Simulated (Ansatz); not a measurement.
## bcc V (0 0 1) on zinc-blende GaAs (0 0 1) (film strained to the substrate, started from cuts of the bulks and a machine-learned relaxation; slabs As6Ga5 and V16, which can lie off the formulas)

A periodic stack without vacuum, bcc V (0 0 1) on zinc-blende GaAs (0 0 1) (film strained to the substrate, started from cuts of the bulks and a machine-learned relaxation; slabs As6Ga5 and V16, which can lie off the formulas): substrate slab As6Ga5, film V16, surface cells [[1, 0], [1, 1]] and [[-1, 1], [-1, -1]], film strained by -4.1 and -4.1 %, outermost planes As/As and V/V as cut, which need not be the usual terminations and can put a slab off its formula.

The start was prepared with a machine-learned potential, and the result is one local minimum, with the in-plane cell held and forces under 0.04 eV/Å; the film can end far from its bulk form.

Method: PBE (plane waves to 420 eV, PAW; Ansatz, a first-principles code). Scalar-relativistic, without spin–orbit coupling; the runs are not spin-polarised; PBE gaps are too small against experiment. Its k-point mesh 8×8×1, Fermi–Dirac width 0.05 eV.

The interface area is 16.5 Å² and the period is 28.71 Å. The heights between the nearest atoms of the two slabs at the two interfaces is 1.60 and 1.60 Å, the As–V contacts across the interfaces within 1.22 times the sum of covalent radii comes out as 10, mean 2.70 Å and the Ga–V contacts across the interfaces within 1.22 times the sum of covalent radii comes out as 2, mean 3.16 Å. The estimate of the barrier is withheld, since the Fermi level falls at or inside a band of the host, which a slab this thin can't settle.

```xyz
27
Lattice="4.0622 0.0000 -0.1062 0.0002 4.0628 -0.0001 0.9168 2.0282 28.6926" Properties=species:S:1:pos:R:3 pbc="T T T"
As     3.8476     1.8636     3.6311
As     1.6952     3.8943     0.7083
As     3.9946     1.8583     9.3940
As     1.8846     3.8942     6.5680
As     4.1471     1.8094    15.2516
As     2.0379     3.9014    12.3300
Ga     3.8769     3.8954     5.0776
Ga     1.7827     1.8633     2.2663
Ga     4.0310     3.8888    10.8314
Ga     1.9271     1.8620     8.0077
Ga     2.0755     1.8761    13.7484
V      2.2359     3.8248    18.4513
V      4.2711     1.7939    18.4129
V      2.1573     1.8027    16.9076
V      4.1820     3.8513    16.8522
V      2.3450     3.8178    21.5719
V      4.3759     1.7875    21.4975
V      2.2935     1.7863    19.9847
V      4.3254     3.8197    19.9091
V      2.4421     3.8388    24.7190
V      4.4756     5.8699    24.6834
V      2.3919     1.7945    23.1487
V      4.4214     3.8262    23.0785
V      2.5603     3.8907    27.7944
V      4.6087     5.9263    27.7463
V      2.4972     5.8845    26.2333
V      4.5290     3.8558    26.1965
```
